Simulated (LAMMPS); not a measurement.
LAMMPS 22 Jul 2025, classical MD, SNAP (Ge_Zuo_JPCA2020.snapcoeff): Ge, 1963 atoms.

* **task**: MD, nve
* **potential**: SNAP, Ge_Zuo_JPCA2020.snapcoeff Ge_Zuo_JPCA2020.snapparam
* **copies of the repeat unit**: 8×8×8
* **shape (slab and sphere leave vacuum in the box)**: sphere
* **temperature**: 800 K
* **steps**: 120
* **timestep**: 1 fs
* **neighbor skin**: 2 Å
* **neigh_modify**: every 1 delay 0 check yes
* **thermo**: 100
* **newton**: on (default)
* **atom_modify sort (bins of 2 Å where set)**: 1000 (default)
* **comm_style**: brick (default)
* **box**: 90.5 × 90.5 × 90.5 Å, the particle off centre in vacuum
* **start**: generated diamond lattice, warmed in an untimed run
* **compared values**: energy and forces of the first step, drift over the run

Hardware: Arm Neoverse V2, 96 cores on 1 socket, no SMT, 1 L3 cache group.

Each time is the median wall time of two to five repeats, run one at a time on the otherwise empty machine; start-up is included. Processes are pinned to neighbouring cores unless said otherwise. The build: PyPI wheel: MPICH, OPENMP and OPT packages; another build can shift the numbers. Scratch files lie in a memory file system. A preparatory run goes ahead and isn't timed.

First run (64 ranks, balance = none (default), processors = * * * (default)):

```
Loop time of 3.9527 on 64 procs for 120 steps with 1963 atoms

Performance: 2.623 ns/day, 9.150 hours/ns, 30.359 timesteps/s, 59.595 katom-step/s
99.8% CPU use with 64 MPI tasks x 1 OpenMP threads

MPI task timing breakdown:
Section |  min time  |  avg time  |  max time  |%varavg| %total
---------------------------------------------------------------
Pair    | 1.862e-05  | 0.48241    | 3.9166     | 183.8 | 12.20
Neigh   | 2.397e-06  | 5.6948e-05 | 0.00044271 |   0.0 |  0.00
Comm    | 0.00011239 | 0.01248    | 0.15165    |  30.3 |  0.32
Output  | 4.2363e-05 | 0.087916   | 0.10048    |  11.2 |  2.22
Modify  | 2.584e-05  | 5.1163e-05 | 0.0002317  |   0.0 |  0.00
Other   |            | 3.37       |            |       | 85.25

Nlocal:        30.6719 ave         254 max           0 min
Histogram: 56 0 0 0 0 0 0 0 0 8
Nghost:        107.688 ave         569 max           0 min
Histogram: 32 24 0 0 0 0 0 0 0 8
Neighs:              0 ave           0 max           0 min
Histogram: 64 0 0 0 0 0 0 0 0 0
FullNghs:       1917.5 ave       15979 max           0 min
Histogram: 56 0 0 0 0 0 0 0 0 8

Total # of neighbors = 122720
Ave neighs/atom = 62.516556
Neighbor list builds = 1
Dangerous builds = 0
```

Second run:

```
Loop time of 0.774794 on 64 procs for 120 steps with 1963 atoms

Performance: 13.382 ns/day, 1.794 hours/ns, 154.880 timesteps/s, 304.029 katom-step/s
85.4% CPU use with 64 MPI tasks x 1 OpenMP threads

MPI task timing breakdown:
Section |  min time  |  avg time  |  max time  |%varavg| %total
---------------------------------------------------------------
Pair    | 0.28034    | 0.58942    | 0.75606    |  16.4 | 76.07
Neigh   | 3.1444e-05 | 6.137e-05  | 8.4605e-05 |   0.0 |  0.01
Comm    | 0.016545   | 0.16733    | 0.47779    |  30.3 | 21.60
Output  | 4.0499e-05 | 0.00046683 | 0.0018103  |   0.0 |  0.06
Modify  | 4.4723e-05 | 5.6503e-05 | 6.8826e-05 |   0.0 |  0.01
Other   |            | 0.01746    |            |       |  2.25

Nlocal:        30.6719 ave          40 max          15 min
Histogram: 4 1 10 1 0 0 10 16 18 4
Nghost:        379.062 ave         508 max         196 min
Histogram: 3 3 7 1 12 8 10 0 0 20
Neighs:              0 ave           0 max           0 min
Histogram: 64 0 0 0 0 0 0 0 0 0
FullNghs:       1917.5 ave        2692 max         735 min
Histogram: 4 4 0 0 4 22 6 6 12 6

Total # of neighbors = 122720
Ave neighs/atom = 62.516556
Neighbor list builds = 1
Dangerous builds = 0
```

Which of these changes turns the first timing block into the second?
A. processors = 64 1 1
B. balance = fix b all balance 200 1.1 shift xyz 10 1.05 weight time 0.8
C. processors = * * 1
D. processors = 4 4 4

B, balance = fix b all balance 200 1.1 shift xyz 10 1.05 weight time 0.8. The largest move is in other (Other): 3.4 s to 0.017 s. The slowest rank's pair time is 8.12 times the mean in the first run and 1.28 times in the second; the others wait. The other changes gave 4.0 s (processors = * * 1), 2.0 s (processors = 64 1 1), 4.2 s (processors = 4 4 4), against 1.00 s here and 4.2 s at first.
